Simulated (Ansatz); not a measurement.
BAs: response to strain

Start from BAs in the zinc blende structure (space group F-43m, No. 216; a = 4.809 Å).

Strains are applied to the cell and any free atomic positions relax.

Level of theory: Kohn–Sham DFT with the PBE functional, run in Ansatz (a first-principles code) with PAW and 420 eV plane waves, no spin-orbit coupling.

Notes on the quantities. energy relative to the base: free energy F.

```json
[
 {"isotropic strain (%)": "-2.5", "energy relative to the base (meV/atom)": "34.7"},
 {"isotropic strain (%)": "-2", "energy relative to the base (meV/atom)": "21.9"},
 {"isotropic strain (%)": "-1.5", "energy relative to the base (meV/atom)": "12.1"},
 {"isotropic strain (%)": "-1", "energy relative to the base (meV/atom)": "5.3"},
 {"isotropic strain (%)": "0", "energy relative to the base (meV/atom)": "0.0"},
 {"isotropic strain (%)": "0.5", "energy relative to the base (meV/atom)": "?"},
 {"isotropic strain (%)": "1", "energy relative to the base (meV/atom)": "5.0"},
 {"isotropic strain (%)": "2", "energy relative to the base (meV/atom)": "19.3"},
 {"isotropic strain (%)": "3", "energy relative to the base (meV/atom)": "42.1"}
]
```

Problem. Fit ΔE = Aε² + Bε³ (ε in %) to the rows shown and predict the withheld row.

Solution. Least squares on the printed values gives A = 5.15 and B = -0.16 meV/atom (largest residual 0.0 meV/atom); this predicts 1.3 meV/atom, and the run gives 1.3 meV/atom, in agreement.

Stability against distortions was not tested.
